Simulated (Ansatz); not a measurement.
The reference is TiAl (space group P4/mmm, No. 123; a = 2.824 Å, c = 4.071 Å).

The values are results of Ansatz (an electronic-structure program), PBE, PAW, cutoff 420 eV, scalar-relativistic without spin-orbit coupling, not measurements.

For the base:

The volume per atom is 16.24 Å³.

The change: hydrostatic tension (pressure −2 GPa).

### Question
Estimate the effect on the volume per atom.

### Answer
The volume per atom goes up by 0.30 Å³, from 16.24 Å³ to 16.54 Å³.

Load acts through the strain it causes; cell and atoms are relaxed under it. No phonon test of stability was made. All final runs are without spin polarisation.
